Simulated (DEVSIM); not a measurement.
illuminated Ge p-on-n cell, one wavelength

Structure: illuminated Ge p-on-n cell, one wavelength, at 300 K.

```tsv
layer (left to right)	material	thickness (μm)	Nd (cm⁻³)	Na (cm⁻³)	τn (s)	τp (s)	absorption coefficient (cm⁻¹)
1	Ge	0.0610	-	2.7e18	1.9e-8	7.9e-9	400
2	Ge	46.0	2.7e15	-	7.2e-7	7.2e-7	400
```

Left contact: ohmic, minority electron recombination velocity 3e5 cm/s. Right contact: ohmic, minority hole recombination velocity 80000 cm/s. Voltage is applied to the left contact. Recombination: SRH at mid-gap, radiative, Auger. Light enters at the left, 3.7e17 photons cm⁻² s⁻¹, one pass, no reflection. Mobility is μmin + (μ − μmin)/(1 + (N/Nref)^α).

This is a model device: material constants are rounded textbook-type values typed into the input, and sizes, dopings and lifetimes were drawn at random. Values at 300 K.

```tsv
parameter	Ge
gap (eV)	0.664
affinity (eV)	4
permittivity	16
Nc (cm⁻³)	1.04e19
Nv (cm⁻³)	6e18
μn (cm²/Vs)	3900
μp (cm²/Vs)	1900
μn,min	150
μp,min	100
Nref,n	2.6e17
Nref,p	4e17
αn	0.56
αp	0.6
B (cm³/s)	6.4e-14
Cn (cm⁶/s)	1e-31
Cp (cm⁶/s)	1e-31
```

Model (solved in DEVSIM): 1D drift-diffusion, Boltzmann statistics, complete ionisation; no tunnelling, impact ionisation, image-force lowering or self-heating.

```json
{
 "potential_step_across_the_device_at_zero_bias": "0.430 V",
 "largest_field_in_the_device_at_zero_bias": "77000 V/cm",
 "Dark forward voltage at 1 A/cm²": "0.214 V",
 "Dark forward voltage at 100 A/cm²": "0.385 V",
 "short_circuit_current": "33.1 mA/cm²",
 "open_circuit_voltage": "0.121 V",
 "fill_factor": "0.53",
 "largest_power": "2.12 mW/cm²",
 "share_of_generated_pairs_collected_at_short_circuit": "0.663"
}
```

Current under light (generator sign):

```json
[
 {"V (V)": "0.00", "J (mA/cm²)": "33.1"},
 {"V (V)": "0.02", "J (mA/cm²)": "32.7"},
 {"V (V)": "0.04", "J (mA/cm²)": "31.9"},
 {"V (V)": "0.06", "J (mA/cm²)": "30.2"},
 {"V (V)": "0.08", "J (mA/cm²)": "26.5"},
 {"V (V)": "0.10", "J (mA/cm²)": "18.6"},
 {"V (V)": "0.12", "J (mA/cm²)": "1.74"},
 {"V (V)": "0.14", "J (mA/cm²)": "-34.5"}
]
```

Dark forward current:

(V (V), J (A/cm²)): (0.05, 0.0018); (0.10, 0.014); (0.15, 0.099); (0.20, 0.63); (0.25, 3.4); (0.30, 14); (0.35, 46); (0.40, 140); (0.45, 360); (0.50, 810); (0.55, 1600); (0.60, 2700)
